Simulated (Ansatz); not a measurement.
A computed series for InP: response to strain

Start from InP in the zinc blende structure (space group F-43m, No. 216; a = 5.907 Å). Axes: x, y, z lie along the cube axes.

Strains are applied to the cell and any free atomic positions relax; under biaxial strain the out-of-plane vector relaxes too; under stress the whole cell relaxes.

Levels (all Ansatz, a first-principles code, PAW): r2SCAN (500 eV, no SOC); HSE06 (420 eV, scalar-relativistic without spin-orbit coupling).

Band gaps by level, all at the geometries relaxed with r2SCAN:

| case | r2SCAN | HSE06 |
|---|---|---|
| base | 1.03 eV | 1.36 eV |
| biaxial strain −0.79 %, plane normal [001], relaxed out of plane | 1.04 eV | 1.37 eV |
| biaxial strain +0.48 %, plane normal [111], relaxed out of plane | 0.96 eV | 1.28 eV |
| uniaxial strain ε_xx = −3.90 % | 1.13 eV | 1.47 eV |
| uniaxial stress, 5 GPa compression along z | 0.72 eV | 1.03 eV |
| uniaxial stress, 3 GPa tension along x | 0.82 eV | 1.15 eV |

Single points use the geometry relaxed with r2SCAN. Beyond what the load breaks, stability against distortions was not tested.
